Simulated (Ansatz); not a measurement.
End structure of a constructed model of the (111) surface of fcc Ir, a pseudomorphic layer of Mg in the host's stacking (bottom of the slab: a bare face, its two planes held):

```
CELL_PARAMETERS angstrom
      2.73720     0.00000     0.00000
     -1.36860     2.37048     0.00000
      0.00000     0.00000    30.00000
ATOMIC_POSITIONS crystal
  Ir 0.33333 0.66667 0.27244
  Ir 0.66667 0.33333 0.34694
  Ir 0.00000 0.00000 0.42071
  Ir 0.33333 0.66667 0.49557
  Ir 0.66667 0.33333 0.56963
  Ir 0.00000 0.00000 0.64424
  Mg 0.33333 0.66667 0.72041
```

Slab: 7 atoms, 13.7 Å thick at the start with caps and adatoms (thin: gaps and levels are the slab's own); k 16x16x1, smearing 0.1 eV, dipole-corrected; single point; on the structure that PBE left under its start's symmetry; no spin, no spin-orbit, no U. In PBE it lies 0.02 eV a 1x1 cell over the lowest computed structure of the same composition (a pseudomorphic layer of Mg in the other hollow).

**Question.** What is the computed work function of the top face (r2SCAN, at the PBE geometry in Ansatz, an electronic-structure program)?

**Answer.** 4.21 eV
